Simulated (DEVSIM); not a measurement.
Device: Si p-i-n diode, at 350 K.

Layer 1 from the left is Si, thickness (μm) 0.490, Na (cm⁻³) 1.1e19, τn (s) 1.6e-5, τp (s) 1.6e-5. Layer 2 from the left is Si, thickness (μm) 6.80, Nd (cm⁻³) 9.7e11, τn (s) 1.6e-5, τp (s) 1.6e-5. Layer 3 from the left is Si, thickness (μm) 0.250, Nd (cm⁻³) 2.3e17, τn (s) 1.6e-5, τp (s) 1.6e-5.

Left contact: ohmic. Right contact: ohmic. Voltage is applied to the left contact. Recombination: SRH at mid-gap, Auger. Gap narrowing is on: ΔEg = 6.92 meV × (l + √(l² + 0.5)), l = ln(N/1.3e17 cm⁻³), shared equally by both band edges. Mobility is μmin + (μ − μmin)/(1 + (N/Nref)^α).

This is a model device: material constants are rounded textbook-type values typed into the input, and sizes, dopings and lifetimes were drawn at random. Values at 300 K; Nc and Nv go as T^1.5, mobilities as T to minus their exponent, the gap by Varshni's rule with the affinity fixed.

Si: gap (eV) 1.124, affinity (eV) 4.05, permittivity 11.7, Nc (cm⁻³) 2.86e19, Nv (cm⁻³) 3.1e19, μn (cm²/Vs) 1417, μp (cm²/Vs) 470, μn,min 52, μp,min 45, Nref,n 9.7e16, Nref,p 2.2e17, αn 0.68, αp 0.72, T exponent of μn 2.3, T exponent of μp 2.2, Cn (cm⁶/s) 2.8e-31, Cp (cm⁶/s) 9.9e-32, Varshni α (eV/K) 0.000473, Varshni β (K) 636.

DEVSIM, 1D drift-diffusion, Boltzmann statistics, complete ionisation; no tunnelling, impact ionisation, image-force lowering or self-heating.

Task: What does the simulation give for the potential step across the device at zero bias, the dark forward voltage at 1 A/cm², the dark forward voltage at 100 A/cm²?

Result: potential step across the device at zero bias 0.884 V; dark forward voltage at 1 A/cm² 0.525 V; dark forward voltage at 100 A/cm² 0.697 V.
